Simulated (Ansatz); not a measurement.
# SiO2 under a change: isotropic strain −3.00 %

Consider SiO2 in the rutile structure (space group P4_2/mnm, No. 136; a = 4.1945 Å, c = 2.6785 Å).

Now apply this change: the cell is scaled by 0.9700 in all directions; the atoms relax in the strained cell.

The values are results of PBEsol (Ansatz, a quantum-chemistry and plane-wave program), no spin-orbit coupling, not measurements. k-mesh 8×8×12 (Γ-centred); smearing 0.05 eV (Fermi–Dirac).

```csv
quantity,base,changed,shift
volume per atom,7.85 Å³,7.17 Å³,-0.686 Å³
space group,P4_2/mnm (No. 136),P4_2/mnm (No. 136),–
shortest interatomic distance,1.766 Å,1.723 Å,-0.0424 Å
energy relative to the base (free energy F),0 meV/atom,+66 meV/atom,+66 meV/atom
"pressure (mean of the normal stresses, compression positive)",0.00 GPa,33.29 GPa,+33.29 GPa
band gap,5.35 eV,6.85 eV,+1.494 eV
gap character,direct at Γ,direct at Γ,–
mean gap deformation potential ΔEg/Δln V,–,-16.3 eV,–
electron mass,"0.37 mₑ along c, 0.47 mₑ across (at Γ)","0.26 mₑ along c, 0.87 mₑ across (at Γ)",–
"valence-band top at Γ (three highest levels, from the VBM)","0.00, -0.88, -0.88 eV","0.00, -0.98, -0.98 eV",–
"valley order (the lowest conduction-band minima on the path, energy above the VBM, named in the base's zone)","Γ 5.35 eV; A (1/2, 1/2, 1/2) 6.97 eV","Γ 6.85 eV; A (1/2, 1/2, 1/2) 7.88 eV",–
```

Effective masses come from finite differences of ±0.01 Å⁻¹. No phonon test of stability was made.
